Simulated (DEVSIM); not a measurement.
System: illuminated Si p-on-n cell, one wavelength, at 400 K.

Layer 1 from the left is Si, thickness (μm) 0.0590, Na (cm⁻³) 3.5e18, τn (s) 6.6e-7, τp (s) 4.6e-8, absorption coefficient (cm⁻¹) 1200. Layer 2 from the left is Si, thickness (μm) 170, Nd (cm⁻³) 5.1e16, τn (s) 1.1e-6, τp (s) 1.1e-6, absorption coefficient (cm⁻¹) 1200.

Left contact: ohmic, minority electron recombination velocity 6e5 cm/s. Right contact: ohmic, minority hole recombination velocity 1000 cm/s. Voltage is applied to the left contact. Recombination: SRH at mid-gap, radiative, Auger. Light enters at the left, 6.4e17 photons cm⁻² s⁻¹, one pass, no reflection. Mobility is μmin + (μ − μmin)/(1 + (N/Nref)^α).

Constants are typed, rounded textbook-type inputs, not results; the design itself was drawn at random and stands for no fabricated device. Values at 300 K; Nc and Nv go as T^1.5, mobilities as T to minus their exponent, the gap by Varshni's rule with the affinity fixed.

Si: gap (eV) 1.124, affinity (eV) 4.05, permittivity 11.7, Nc (cm⁻³) 2.86e19, Nv (cm⁻³) 3.1e19, μn (cm²/Vs) 1417, μp (cm²/Vs) 470, μn,min 52, μp,min 45, Nref,n 9.7e16, Nref,p 2.2e17, αn 0.68, αp 0.72, T exponent of μn 2.3, T exponent of μp 2.2, B (cm³/s) 4.7e-15, Cn (cm⁶/s) 2.8e-31, Cp (cm⁶/s) 9.9e-32, Varshni α (eV/K) 0.000473, Varshni β (K) 636.

Simulated with DEVSIM: 1D drift-diffusion, Boltzmann statistics, complete ionisation; no tunnelling, impact ionisation, image-force lowering or self-heating.

Dark forward current:

| |V| (V) | |J| (A/cm²) |
|---|---|
| 0.05 | 3.212e-6 |
| 0.10 | 1.493e-5 |
| 0.15 | 6.113e-5 |
| 0.20 | 0.0002501 |
| 0.25 | 0.001039 |
| 0.30 | 0.004360 |
| 0.35 | 0.01841 |
| 0.40 | 0.07755 |
| 0.45 | 0.3199 |
| 0.50 | 1.218 |
| 0.55 | 3.781 |
| 0.60 | 8.810 |
| 0.65 | 16.14 |
| 0.70 | 25.30 |
| 0.75 | 35.97 |
| 0.80 | 48.04 |
| 0.85 | 61.52 |
| 0.90 | 76.49 |
| 0.95 | 93.10 |
| 1.00 | 111.5 |
| 1.05 | 131.9 |
| 1.10 | 154.4 |
| 1.15 | 179.2 |
| 1.20 | 206.4 |
| 1.25 | 236.1 |
| 1.30 | 268.4 |

Question: Work out the local ideality factor n = ΔV / (kT/q · ln(J2/J1)) between the rows 0.15 and 0.20 V, 0.30 and 0.35 V, 1.25 and 1.30 V.

Answer: kT/q = 34.47 mV. From 0.15 to 0.20 V: ln(0.0002501/6.113e-5) = 1.409, n = 1.03, near the 1 of diffusion or emission over a barrier. From 0.30 to 0.35 V: ln(0.01841/0.004360) = 1.440, n = 1.01, near the 1 of diffusion or emission over a barrier. From 1.25 to 1.30 V: ln(268.4/236.1) = 0.128, n = 11.31.

Question: What current could the absorbed light give at most, and what share is collected?

Answer: Σ αd = 20.4, so qΦ(1 − exp(−Σ αd)) = 103 mA/cm². The simulated short-circuit current is 78.97 mA/cm², a share of 0.77.

Question: Estimate the open-circuit voltage by superposition: the voltage at which the dark current equals that short-circuit current.

Answer: Interpolating ln J in the table gives 0.401 V. The simulation gives 0.400 V, the same within the digits that matter. Superposition holds where collection doesn't change with voltage.

Question: Estimate the fill factor from FF0 = (v − ln(v + 0.72))/(v + 1), v = qVoc/(nkT), with n from the dark curve.

Answer: The rows about Voc, 0.35 and 0.40 V, give n = 1.01, so v = 11.5 and FF0 = 0.720. The simulation gives 0.719, the same within the digits that matter.
